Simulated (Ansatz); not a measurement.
Results of LDA (Ansatz, an electronic-structure program, PAW) for cubic perovskite SrZrO3 (cubic high-temperature phase).

Run with plane-wave cutoff 520 eV, 8×8×8 k mesh, Fermi–Dirac smearing 0.01 eV, scalar-relativistic PAW data made under PBE.

Cell (relaxed at this level):

```
SrZrO3
1.0
    4.09588     0.00000     0.00000
    0.00000     4.09588     0.00000
    0.00000     0.00000     4.09588
Sr Zr O
1 1 3
Direct
  0.50000   0.50000   0.50000
  0.00000   0.00000   0.00000
  0.00000   0.50000   0.00000
  0.50000   0.00000   0.00000
  0.00000   0.00000   0.50000
```

Q: Give the computed band gap and bulk modulus.

A: 
* **band gap**: 3.33 eV (on the SCF k mesh)
* **bulk modulus**: 177 GPa

Note: the relaxation could not lower the start's symmetry, so the cell can be a saddle point above a distorted one; the bulk modulus is −V dP/dV from two relaxed cells at ±2 % in volume.

Spin–orbit coupling is not included.

The computed numbers hold no vibrational or temperature effects.
